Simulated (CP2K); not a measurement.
Input and output of a self-consistent single point for TiO2 (Imm2, 6 atoms in the cell) (CP2K).

Level of theory: LDA (Pade form), GPW, DZVP-MOLOPT-SR-GTH basis, GTH-PADE potentials (GTH_POTENTIALS) in CP2K.

```xyz
6
Lattice="5.4292 0.0000 0.0000 2.8168 4.6413 0.0000 -4.1230 -2.3207 2.6630" Properties=species:S:1:pos:R:3 pbc="T T T"
Ti     2.7582     0.0245     1.3315
Ti     0.0000     0.0000     0.0000
O      0.9994    -0.9654     1.3315
O      6.5308     3.6759     0.0000
O      1.7152     0.9654     0.0000
O      4.4298     0.9654     1.3315
```

Reference input (self-consistent single point, DFT LDA (Pade form), GPW, DZVP-MOLOPT-SR-GTH basis, GTH-PADE potentials (GTH_POTENTIALS)): CUTOFF = 600 Ry; REL_CUTOFF = 60 Ry; SMEAR/METHOD = FERMI_DIRAC; ELECTRONIC_TEMPERATURE = 232.09 K; KPOINTS/SCHEME = MONKHORST-PACK 4 4 4; GAMMA_CENTERED = T; XC_FUNCTIONAL = PADE; Ti/BASIS_SET = DZVP-MOLOPT-SR-GTH; Ti/POTENTIAL = GTH-PADE-q12; O/BASIS_SET = DZVP-MOLOPT-SR-GTH; O/POTENTIAL = GTH-PADE-q6; METHOD = GPW. This run's input differs from it in these lines:

```diff
@@ -40,4 +40,3 @@
     &KPOINTS
-      SCHEME MONKHORST-PACK 4 4 4
-      GAMMA_CENTERED T
+      SCHEME MONKHORST-PACK 6 6 6
     &END KPOINTS
```

Output (repeated stretches shortened):

```
 SCF WAVEFUNCTION OPTIMIZATION

  Step     Update method      Time    Convergence         Total energy    Change
     1 NoMix/Diag. 0.40E+00      -     2.01439073      -181.2466973973 -1.81E+02
     2 Broy./Diag. 0.40E+00      -     0.24698447      -178.8936535633  2.35E+00
     3 Broy./Diag. 0.40E+00      -     0.09632749      -181.0976958345 -2.20E+00
     4 Broy./Diag. 0.40E+00      -     0.04092992      -180.9745382791  1.23E-01
     5 Broy./Diag. 0.40E+00      -     0.03965852      -180.6072713198  3.67E-01
     6 Broy./Diag. 0.40E+00      -     0.00641991      -180.7302661001 -1.23E-01
   [... 10 lines left out ...]
    17 Broy./Diag. 0.40E+00      -     0.00000062      -180.8587507414 -3.50E-06
    18 Broy./Diag. 0.40E+00      -     0.00000021      -180.8587503259  4.15E-07
    19 Broy./Diag. 0.40E+00      -     0.00000010      -180.8587490668  1.26E-06
    20 Broy./Diag. 0.40E+00      -     0.00000003      -180.8587487092  3.58E-07
  *** SCF run converged in    20 steps ***

  Overlap energy of the core charge distribution:               0.00000000000021
  Self energy of the core charge distribution:               -377.84592848869613
  Core Hamiltonian energy:                                    100.77975572871314
  Hartree energy:                                             124.43542347207737
  Exchange-correlation energy:                                -28.22799942133640
  Electronic entropic energy:                                  -0.00000000000000
  Fermi energy:                                                 0.23946384338184

  Total energy:                                              -180.85874870924175
  Total energy (extrapolated to T->0):                       -180.85874870924175

                     Mulliken Population Analysis

   [... lines left out ...]

 STRESS| Analytical stress tensor [bar]
 STRESS|                        x                   y                   z
 STRESS|      x       -2.46147284606E+04   6.73882431865E+03  -1.49865185142E+04
 STRESS|      y        6.73882431865E+03  -3.27937925489E+04   2.66250898644E+04
 STRESS|      z       -1.49865185142E+04   2.66250898644E+04  -3.65869843866E+04
 STRESS| 1/3 Trace                                            -3.13318351320E+04
```

The run converged in 20 iterations. Against the reference run the free energy drops by 1.1 meV/atom, the pressure stays at -3.13 GPa, the largest force hardly changes (0.870 to 0.865 eV/Å) and the gap on the mesh goes from 2.010 to 2.056 eV.

The starting cell has typed, rounded lattice constants, without a prior relaxation at this level. Its lattice was rescaled by up to half a per cent. One atom was moved a little off its site on purpose. Values carry the incompleteness of an atom-centred basis. Another mesh or the band path of this cell gives a smaller gap, so this value is not converged in the mesh.

Cost on one core of a shared machine: roughly 3 min.
